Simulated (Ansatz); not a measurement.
The reference is Cs₂AgBiBr₆ (space group Fm-3m, No. 225; a = 10.9963 Å). Axes: x, y, z lie along the cube axes.

Calculations: LDA, PAW, 420 eV (Ansatz, a first-principles code; without spin-orbit coupling).

Now apply this change: compressive biaxial strain of 3.00 % in the plane normal to [001], as in epitaxy on a mismatched substrate; the out-of-plane cell vector and the atoms relax.

Task: What does the calculation give for the ratio −ε⊥/ε∥ after the change?

Result: The ratio −ε⊥/ε∥ is 0.70.

Task: What does the calculation give for the valley order after the change?

Result: The valley order (the lowest conduction-band minima on the path, energy above the VBM, named in the base's zone) is L along [1-1-1] 0.72 eV; Γ 1.39 eV; a point along [1-10], about 0.4 Å⁻¹ from Γ 1.43 eV.

With Bi present, leaving out spin-orbit coupling can change the band edges. The levels and masses belong to the bands next to the band gap. Whether these cells are dynamically stable was not tested.
